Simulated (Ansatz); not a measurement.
A computed series for Sn: response to strain

Base system: Sn in the diamond structure (space group Fd-3m, No. 227).

```
CELL_PARAMETERS angstrom
      0.00000     3.28439     3.28439
      3.28439     0.00000     3.28439
      3.28439     3.28439     0.00000
ATOMIC_POSITIONS crystal
  Sn 0.50000 0.50000 0.50000
  Sn 0.75000 0.75000 0.75000
```

Cartesian axes are those of the cell as printed.

Strains are applied to the cell and any free atomic positions relax; under biaxial strain the out-of-plane vector relaxes too.

Method: r2SCAN (Ansatz, a first-principles code), no spin-orbit coupling, earlier PAW set.

Candidates:
(a) strain tensor (xx, yy, zz, yz, xz, xy) = (+0.17, +0.79, −0.52, +1.12, +0.59, +1.16) %
(b) biaxial strain −0.73 %, plane normal [001], relaxed out of plane
(c) isotropic strain −5.14 %
(d) biaxial strain −4.41 %, plane normal [110], relaxed out of plane

Notes on the quantities. energy relative to the base: free energy F.

Q: Order them by energy relative to the base, lowest first.

A: (b) biaxial strain −0.73 %, plane normal [001], relaxed out of plane (+0.8 meV/atom), (a) strain tensor (xx, yy, zz, yz, xz, xy) = (+0.17, +0.79, −0.52, +1.12, +0.59, +1.16) % (+4.4 meV/atom), (d) biaxial strain −4.41 %, plane normal [110], relaxed out of plane (+40 meV/atom), (c) isotropic strain −5.14 % (+137 meV/atom)

Whether these cells are dynamically stable was not tested.
